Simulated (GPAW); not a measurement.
A self-consistent single point of ZnS (F-43m, 2 atoms in the cell) with GPAW.

Method: PBE, GPAW PAW datasets PBE (gpaw-data 1.0.1) (plane waves; GPAW).

```
ZnS
1.0
    0.00000     2.70500     2.70500
    2.70500     0.00000     2.70500
    2.70500     2.70500     0.00000
Zn S
1 1
Direct
  0.00000   0.00000   0.00000
  0.25000   0.25000   0.25000
```

Reference input (self-consistent single point, DFT PBE, plane waves, GPAW PAW datasets PBE (gpaw-data 1.0.1)): mode = pw; ecut = 800 eV; xc = PBE; kpts = 7 7 7; mesh shift (steps) = 0 0 0; occupations.name = fermi-dirac; occupations.width = 0.05 eV; nbands = -6; convergence.density = 1e-05 e/electron; convergence.bands = -4; symmetry.symmorphic = false; symmetry.tolerance = 0.0005. This run's input differs from it in these lines:

```diff
@@ -14,3 +14,3 @@
             xc='PBE',
-            kpts=(7, 7, 7),
+            kpts={'size': (6, 6, 6), 'gamma': True},
             occupations={'name': 'fermi-dirac', 'width': 0.05},
```

Log, with long lists cut:

```
     iter     time        total  log10-change:
                         energy   eigst   dens
iter:   1 --:--:--    -7.217760   +0.95
iter:   2 --:--:--    -7.193991   +0.26  -1.17
iter:   3 --:--:--    -6.927435   -0.82  -1.21
iter:   4 --:--:--    -6.942956   -1.64  -1.51
iter:   5 --:--:--    -6.976923   -1.50  -1.63
iter:   6 --:--:--    -6.959271   -3.29  -2.23
iter:   7 --:--:--    -6.971455   -3.49  -2.30
iter:   8 --:--:--    -6.925556   -1.98  -2.23
iter:   9 --:--:--    -6.925895   -3.15  -3.13
iter:  10 --:--:--    -6.925931c  -4.11  -3.29
iter:  11 --:--:--    -6.926270c  -4.00  -3.33
iter:  12 --:--:--    -6.925961c  -4.20  -3.35
iter:  13 --:--:--    -6.925966c  -5.21  -4.34
iter:  14 --:--:--    -6.925965c  -5.68  -4.29
iter:  15 --:--:--    -6.925964c  -7.42c -4.41
iter:  16 --:--:--    -6.925963c  -6.73  -4.55
iter:  17 --:--:--    -6.925963c  -8.17c -4.74
iter:  18 --:--:--    -6.925963c  -7.55c -4.74
iter:  19 --:--:--    -6.925963c  -8.63c -4.77
iter:  20 --:--:--    -6.925963c  -9.28c -4.88
iter:  21 --:--:--    -6.925963c  -8.76c -4.93
iter:  22 --:--:--    -6.925963c  -7.49c -5.10c
Converged after 22 iterations.

Dipole moment: (-2.990210, -2.990210, -2.990210) |e|*Ang

Energy contributions relative to reference atoms: (reference = -59718.946550)

Kinetic:        +10.809014
Potential:       -9.203851
External:        +0.000000
XC:              -8.612431
Entropy (-ST):   -0.000000
Local:           +0.081305
SIC:             +0.000000
--------------------------
Free energy:     -6.925963
Extrapolated:    -6.925963

Showing only first 2 kpts
 Kpt  Band  Eigenvalues  Occupancy
  0     7      3.71800    2.00000
  0     8      3.71800    2.00000
  0     9      5.80499    0.00000
  0    10     10.08862    0.00000

  1     7      3.05366    2.00000
  1     8      3.05366    2.00000
  1     9      7.51861    0.00000
  1    10      8.99997    0.00000

Fermi level: 4.75945

Gap: 2.087 eV
Transition (v -> c):
  (s=0, k=0, n=8, [0.00, 0.00, 0.00]) -> (s=0, k=0, n=9, [0.00, 0.00, 0.00])
No difference between direct/indirect transitions
Energy (eV): -6.925963

Forces in eV/Ang:
  0 Zn    0.00000    0.00000    0.00000
  1 S     0.00000    0.00000    0.00000

Stress tensor:
    -0.008780    -0.000000    -0.000000
    -0.000000    -0.008780     0.000000
    -0.000000     0.000000    -0.008780
Stress (GPa, Voigt): [-1.4067 -1.4067 -1.4067  0.     -0.     -0.    ]
```

The run converged in 22 iterations. GPAW prints stress with tension positive. Against the reference run the free energy goes up by 1.1 meV/atom, the pressure hardly changes (1.40 to 1.41 GPa) and the gap on the mesh hardly changes (2.088 to 2.087 eV).

The starting cell has typed, rounded lattice constants, without a prior relaxation at this level.
